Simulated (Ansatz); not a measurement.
Results of LDA (PAW; Ansatz, a program for electronic structure) for SiO₂ (Cmc2₁, No. 36, 36 atoms in the cell; start mp-16964; a measured phase of this formula has another space group).

Numerical settings: plane-wave cutoff 520 eV, 4×4×6 k mesh (along the axes of the cell as run), Fermi–Dirac smearing 0.01 eV, scalar-relativistic PAW data made under PBE.

Cell (relaxed at this level):

```yaml
crystal:
  lattice:
    - [6.92268, -8.69848, 0.00000]
    - [6.92268, 8.69848, 0.00000]
    - [0.00000, 0.00000, 5.01035]
  atoms:
    - { symbol: Si, position: [0.41674, 0.99444, 0.49929] }
    - { symbol: Si, position: [0.58326, 0.00556, 0.99929] }
    - { symbol: Si, position: [0.00556, 0.58326, 0.49929] }
    - { symbol: Si, position: [0.99444, 0.41674, 0.99929] }
    - { symbol: Si, position: [0.65769, 0.75426, 0.08723] }
    - { symbol: Si, position: [0.34231, 0.24574, 0.58723] }
    - { symbol: Si, position: [0.24574, 0.34231, 0.08723] }
    - { symbol: Si, position: [0.75426, 0.65769, 0.58723] }
    - { symbol: Si, position: [0.27524, 0.72476, 0.61553] }
    - { symbol: Si, position: [0.72476, 0.27524, 0.11553] }
    - { symbol: Si, position: [0.37860, 0.62140, 0.11451] }
    - { symbol: Si, position: [0.62140, 0.37860, 0.61451] }
    - { symbol: O, position: [0.34921, 0.10719, 0.51465] }
    - { symbol: O, position: [0.65079, 0.89281, 0.01465] }
    - { symbol: O, position: [0.89281, 0.65079, 0.51465] }
    - { symbol: O, position: [0.10719, 0.34921, 0.01465] }
    - { symbol: O, position: [0.52396, 0.66279, 0.05918] }
    - { symbol: O, position: [0.47604, 0.33721, 0.55918] }
    - { symbol: O, position: [0.33721, 0.47604, 0.05918] }
    - { symbol: O, position: [0.66279, 0.52396, 0.55918] }
    - { symbol: O, position: [0.30524, 0.69476, 0.91903] }
    - { symbol: O, position: [0.69476, 0.30524, 0.41903] }
    - { symbol: O, position: [0.31671, 0.87059, 0.56781] }
    - { symbol: O, position: [0.68329, 0.12941, 0.06781] }
    - { symbol: O, position: [0.12941, 0.68329, 0.56781] }
    - { symbol: O, position: [0.87059, 0.31671, 0.06781] }
    - { symbol: O, position: [0.65133, 0.34867, 0.91875] }
    - { symbol: O, position: [0.34867, 0.65133, 0.41875] }
    - { symbol: O, position: [0.98387, 0.46815, 0.70227] }
    - { symbol: O, position: [0.01613, 0.53185, 0.20227] }
    - { symbol: O, position: [0.53185, 0.01613, 0.70227] }
    - { symbol: O, position: [0.46815, 0.98387, 0.20227] }
    - { symbol: O, position: [0.75129, 0.70833, 0.88704] }
    - { symbol: O, position: [0.24871, 0.29167, 0.38704] }
    - { symbol: O, position: [0.29167, 0.24871, 0.88704] }
    - { symbol: O, position: [0.70833, 0.75129, 0.38704] }
```

What does this level give for the band gap?


- band gap = 5.73 eV (on the SCF k mesh)

Note: the relaxation could not lower the start's symmetry, so the cell can be a saddle point above a distorted one.

Computed values are for the static lattice.

Cost on a shared machine: very roughly 18 core-minutes.

A start named mp-… is a Materials Project structure, which need not be a measured phase.
